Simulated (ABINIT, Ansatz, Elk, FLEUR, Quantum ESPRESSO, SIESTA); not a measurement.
## Code comparison for LiLu3 (P6_3/mmc, 8 atoms in the cell)

Self-consistent single point, at a second geometry (lattice scaled by 0.98). First geometry:

```
LiLu3
1.0
    6.87010     0.00000     0.00000
   -3.43505     5.94968     0.00000
    0.00000     0.00000     5.43812
Li Lu
2 6
Direct
  0.33333   0.66667   0.75000
  0.66667   0.33333   0.25000
  0.16786   0.33572   0.25000
  0.83214   0.66428   0.75000
  0.83214   0.16786   0.75000
  0.16786   0.83214   0.25000
  0.66428   0.83214   0.25000
  0.33572   0.16786   0.75000
```

Shared settings, as Ansatz (a first-principles code) writes them: kpoints.mp_grid.grid = 3 3 3; scf.occupations.method = fermi_dirac; scf.occupations.width = 0.1 eV. Potentials and cutoffs stand in the table.

| code | model | ΔF from the first geometry (meV/atom) | pressure (GPa) | largest force (eV/Å) | cutoff |
|---|---|---|---|---|---|
| SIESTA | GGA PBEsol, numerical atomic orbitals DZP, PseudoDojo PBEsol standard norm-conserving potentials (rewritten from UPF to PSML) | -13.2 | -0.59 | 0.086 | grid 350 Ry |
| FLEUR | PBEsol, all-electron FLAPW (FLEUR), scalar-relativistic valence | -15.7 | – | 0.087 | Kmax 3.8 1/bohr |
| ABINIT | PBEsol, PAW (JTH v2.0 PBE PAW, files made for PBE) | -17.5 | -0.98 | 0.092 | 24 Ha |
| Quantum ESPRESSO | PBEsol, SSSP 1.1.2 efficiency (PBE) pseudopotentials | -15.4 | -0.47 | 0.088 | 50 Ry |
| Elk | PBEsol, all-electron FP-LAPW, Elk's shipped species files, default APW+lo basis | -43.7 | – | – | default |
| Ansatz | PBEsol, PAW files made with PBE | -16.0 | -0.58 | 0.088 | 420 eV |

A dash marks a value that a program does not give, or that is left out as unsure.

On Ansatz's run: spin-orbit coupling is off.

The spread over the programs that give each value: ΔF from the first geometry within 30.5 meV/atom; pressure within 0.51 GPa; largest force within 0.006 eV/Å.

SIESTA uses small atom-centred bases, whose incompleteness enters pressures, forces and empty levels differently from a plane-wave cutoff. FLEUR and Elk treat all electrons, but the usual bases taken here (sphere radii, linearisation, local orbitals, empty states) were not tested for convergence, so the values are no reference for the others. Ansatz's pressure is given at a fixed set of plane waves, as the other plane-wave codes print theirs; with its correction for the finite basis it is -0.53 GPa.

The shared mesh is coarse (it stands for a supercell whose shortest vector is 16 Å), so the values are not converged in it.

The starting cell comes from a database of computed structures (which also holds hypothetical and non-ambient phases and stackings), without a prior relaxation at this level. Its lattice was rescaled by a random factor within 2.5 % of one. For this run, on top of that: lattice scaled by 0.98.

Keys are those of Ansatz 0.2.
